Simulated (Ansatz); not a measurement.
The slab is Si(111) 1x1 surface, 6 top atoms, 3 bilayers, bottom bilayer H-capped and fixed, every top atom capped by H; cell 11.5 x 6.6 Å; two neighbouring H replaced by SH; about 7 Å thick over the host's atoms, 18 atoms held. All values below come from PBE-D3(BJ) (plane waves to 420 eV, PAW; Ansatz, an electronic-structure program). k mesh 1 x 2 x 1. The slab states were run without spin polarisation. Slab thickness, cell and mesh are as stated and are not converged limits. No zero-point or entropy terms are included. Each state was relaxed from one prepared geometry.

End state of this step: the surface fragment of BF3 exchanges a second ligand with a neighbouring S-H group. Atoms near the product:

```
atom     x (Å)  y (Å)   z (Å)
------  ------  -----  ------
Si(0)   -0.004  6.687   9.541
Si(1)    1.988  3.356   9.457
H(14)   -0.022  6.722  11.037
Si(15)   3.838  6.677   9.510
H(29)    3.857  6.632  11.005
S(48)    2.147  3.322  11.642
H(49)    1.880  5.342  12.420
B(a0)    3.880  3.299  12.274
F(a1)    1.841  6.250  12.704
F(a2)    3.867  3.253  13.613
```

### Question
What energy does it take to move HF into the gas, one a cell, with the surface relaxed behind it, and what are its closest contacts before it leaves?

### Answer
0.26 eV. Its closest contacts to the rest of the cell: H(49)...S(48) 2.18 Å, F(a1)...H(14) 2.54 Å, F(a1)...H(29) 2.66 Å.
